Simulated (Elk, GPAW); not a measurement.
An Elk input for a self-consistent single point of Na₂S (Fm-3m, 3 atoms in the cell) (DFT, LDA (PW92), all-electron FP-LAPW, Elk's shipped species files, APW+lo basis with extra local orbitals):

```
tasks
  0

xctype
  3

tforce
  .true.

rgkmax
  8.0

gmaxvr
  18.0

lmaxapw
  10

lmaxo
  8

nxlo
  2

lorbcnd
  .true.

lradstp
  2

nrmtscf
  2.0

lmaxi
  4

stype
  3

swidth
  0.000734986

avec
    0.0000000000    6.2968131116    6.2968131116
    6.2968131116    0.0000000000    6.2968131116
    6.2968131116    6.2968131116    0.0000000000

atoms
  2   : nspecies
  'Na.in'   : spfname
  2   : natoms; atposl, bfcmt below
  0.2500000000  0.2500000000  0.2500000000    0.0 0.0 0.0
  0.7500000000  0.7500000000  0.7500000000    0.0 0.0 0.0
  'S.in'   : spfname
  1   : natoms; atposl, bfcmt below
  0.0000000000  0.0000000000  0.0000000000    0.0 0.0 0.0

ngridk
  6 6 6
```

Give the GPAW input for the same structure, mesh, smearing and functional.

One input that does it (others would too):

```python
from ase import Atoms
from ase.units import GPa
from gpaw import GPAW, PW, FermiDirac

atoms = Atoms(['Na', 'Na', 'S'],
              cell=[[0.000000, 3.332130, 3.332130],
                    [3.332130, 0.000000, 3.332130],
                    [3.332130, 3.332130, 0.000000]],
              scaled_positions=[[0.250000, 0.250000, 0.250000],
                                [0.750000, 0.750000, 0.750000],
                                [0.000000, 0.000000, 0.000000]],
              pbc=True)

calc = GPAW(mode=PW(800),
            xc='LDA',
            kpts={'size': (6, 6, 6), 'gamma': True},
            occupations=FermiDirac(0.02),
            nbands=-6,
            convergence={'forces': 0.001, 'bands': -4},
            symmetry={'symmorphic': False, 'tolerance': 0.0005},
            maxiter=100)

atoms.calc = calc

energy = atoms.get_potential_energy()
print('Energy (eV):', round(energy, 6))
forces = atoms.get_forces()
print('Forces (eV/Ang):')
print(forces.round(5))
stress = atoms.get_stress()
print('Stress (GPa, Voigt):', (stress / GPa).round(4))
```

Basis, cutoffs, solver keys and any potentials are the target program's own. This input uses DFT LDA (Perdew-Wang 92), plane waves, GPAW PAW datasets LDA (gpaw-data 1.0.1). LDA parametrisations can differ slightly between programs. Both were run: gap on the mesh 2.075 eV in Elk and 2.073 in GPAW.

On Elk: the starting cell has typed, rounded lattice constants, without a prior relaxation at this level. Its lattice was rescaled by a random factor within 2.5 % of one. Values depend on the basis (sphere radii, cutoffs, local orbitals), which need not be converged.

On GPAW: the starting cell has typed, rounded lattice constants, without a prior relaxation at this level. Its lattice was rescaled by a random factor within 2.5 % of one. With a pressure of about -3 GPa the cell is away from its equilibrium volume at this level.
